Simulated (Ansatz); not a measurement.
The reference is ZnS in the zinc blende structure (space group F-43m, No. 216; a = 5.389 Å).

The values are results of r2SCAN in Ansatz (plane waves to 500 eV, PAW, no spin-orbit coupling), not measurements.

One change was made to it. Results:

The lattice parameter a falls by 0.623 bohr, from 10.184 bohr to 9.561 bohr; the electron mass goes from 0.19 mₑ (at Γ) to 1.0 mₑ along k, 0.31 mₑ across (at X); the hole mass (degenerate bands, along [100]) goes from 0.21, 0.68, 0.68 mₑ (at Γ) to 0.25, 0.53, 0.53 mₑ (at Γ); the valley order (the lowest conduction-band minima on the path, energy above the VBM, named in the base's zone) changes from Γ 2.70 eV; X along ⟨100⟩ 3.71 eV; L along ⟨111⟩ 3.82 eV to X along ⟨100⟩ 3.21 eV; Γ 3.61 eV; L along ⟨111⟩ 4.14 eV.

### Question
Which change produced these results?
A) pressure 22.5 GPa
B) pressure 0.9 GPa
C) pressure 2.1 GPa
D) pressure 9 GPa
E) pressure −2 GPa

### Answer
A, pressure 22.5 GPa. For comparison, the valley order in the other runs: pressure 0.9 GPa gives Γ 2.76 eV; X along ⟨100⟩ 3.68 eV; L along ⟨111⟩ 3.85 eV; pressure 9 GPa gives Γ 3.14 eV; X along ⟨100⟩ 3.48 eV; L along ⟨111⟩ 4.00 eV; pressure −2 GPa gives Γ 2.58 eV; X along ⟨100⟩ 3.76 eV; L along ⟨111⟩ 3.77 eV; pressure 2.1 GPa gives Γ 2.82 eV; X along ⟨100⟩ 3.65 eV; L along ⟨111⟩ 3.87 eV.

The levels and masses belong to the bands next to the band gap. Load acts through the strain it causes; cell and atoms are relaxed under it. Masses are band curvatures over ±0.01 Å⁻¹ around the edge. Along k means along the line from Γ to the band edge. Whether these cells are dynamically stable was not tested. Measured, ZnS leaves this structure (for rock salt) near 14.7 GPa (temperature not stated; as listed in Datta, Sujoy, Jana, Debnarayan, arXiv (2020)), on rising pressure, with hysteresis.

Ansatz is a program for electronic structure.
